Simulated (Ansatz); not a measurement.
System: Cd vacancy in hcp Cd (neutral cell). All values below come from PBE, PAW (plane waves to 420 eV; Ansatz, a first-principles code).

36-site cell at the relaxed PBE lattice, a 2×2×2 k-point mesh shifted by half a step along c, smearing 0.10 eV, spin-restricted, no finite-size correction. Static, classical nuclei. Forms of the defect that were not tried may lie lower.

Barriers: single points on a 3×3×3 k-point mesh shifted by half a step along c at the bands' geometries (they differ from the bands' own by up to 0.11 eV, and are uncertain by about as much).

Relaxed starting cell (atoms counted from 1):

```xyz
35
Lattice="9.1051 0.0000 0.0000 -4.5525 7.8852 0.0000 0.0000 0.0000 11.4252" Properties=species:S:1:pos:R:3 pbc="T T T"
Cd    -0.0077     1.7557     7.1550
Cd    -1.4863     4.3361     1.4280
Cd    -1.5238     4.3680     7.1385
Cd    -3.0647     7.0691     1.4333
Cd    -3.0567     7.0205     7.1385
Cd     2.9584     1.7428     1.4325
Cd     3.0141     1.7628     7.1490
Cd     1.4683     4.3384     1.4323
Cd     1.5099     4.3682     7.1388
Cd    -0.0093     7.0123     1.4272
Cd    -0.0076     7.0126     7.1436
Cd     6.1229     1.7447     1.4377
Cd     6.0754     1.7621     7.1462
Cd     4.5421     4.3807     1.4352
Cd     4.5455     4.3850     7.1509
Cd     3.0471     7.0751     1.4391
Cd     3.0404     7.0199     7.1494
Cd     1.4887     0.8864     4.1122
Cd     1.4943     0.8860    10.1771
Cd    -0.0138     3.4875     4.0985
Cd    -0.0091     3.4893    10.1886
Cd    -1.5328     6.1334     4.3081
Cd    -1.5289     6.1334     9.9663
Cd     4.5381     0.8807     4.3076
Cd     4.5444     0.8808     9.9888
Cd     3.0089     3.4987     4.2535
Cd     3.0141     3.5004    10.0411
Cd     1.5053     6.1328     4.3111
Cd     1.5108     6.1336     9.9743
Cd     7.5879     0.8860     4.1210
Cd     7.5931     0.8861    10.1832
Cd     6.0686     3.4995     4.2518
Cd     6.0738     3.4996    10.0382
Cd     4.5391     6.1481     4.2431
Cd     4.5437     6.1482    10.0572
```

End state 1 differs by these moves (Å; atoms that move under 0.08 Å are left out):

| atom | element | Δx | Δy | Δz |
|---|---|---|---|---|
| 1 | Cd | 0.02 | -0.01 | -0.18 |
| 4 | Cd | 0.02 | -0.05 | 0.19 |
| 5 | Cd | 0.02 | 0.01 | -0.15 |
| 6 | Cd | 0.05 | 0.00 | 0.20 |
| 7 | Cd | 0.00 | -0.02 | -0.16 |
| 18 | Cd | -1.48 | 0.86 | -2.48 |
| 19 | Cd | 0.01 | -0.01 | -0.15 |
| 20 | Cd | 0.03 | -0.04 | 0.20 |
| 21 | Cd | 0.01 | 0.00 | -0.18 |
| 30 | Cd | 0.05 | 0.00 | 0.18 |
| 31 | Cd | 0.00 | -0.02 | -0.17 |
| 34 | Cd | 0.05 | 0.04 | 0.06 |

### Question
Predict the forward and backward barriers to end state 1 from PBE, PAW.

### Answer
forward 0.19 eV, backward 0.19 eV; at the saddle point atom 18 has neighbours 4 Cd at 2.96, 3 Cd at 3.30, Cd at 3.31 Å. The saddle point's order was not checked, and it lies on a symmetry element of the cell, where a band can be held.

End state 2 differs by these moves (Å; atoms that move under 0.08 Å are left out):

```
atom  element     Δx     Δy     Δz
----  -------  -----  -----  -----
2          Cd   1.46  -2.52   0.00
4          Cd   0.06  -0.10   0.00
12         Cd  -0.04   0.07   0.00
18         Cd   0.01  -0.01   0.20
19         Cd   0.01   0.00  -0.21
22         Cd   0.00  -0.01  -0.20
23         Cd   0.00  -0.01   0.21
30         Cd  -0.01   0.01   0.13
31         Cd  -0.02   0.01  -0.14
32         Cd   0.00   0.02  -0.13
33         Cd   0.00   0.02   0.14
```

### Question
Give the forward and backward barriers to end state 2 at the level PBE, PAW.

### Answer
forward 0.25 eV, backward 0.25 eV; at the saddle point atom 2 has neighbours Cd at 2.82, Cd at 2.85, 2 Cd at 3.13, 2 Cd at 3.36, Cd at 3.38, Cd at 3.40 Å. The saddle point's order was not checked, and it lies on a symmetry element of the cell, where a band can be held.
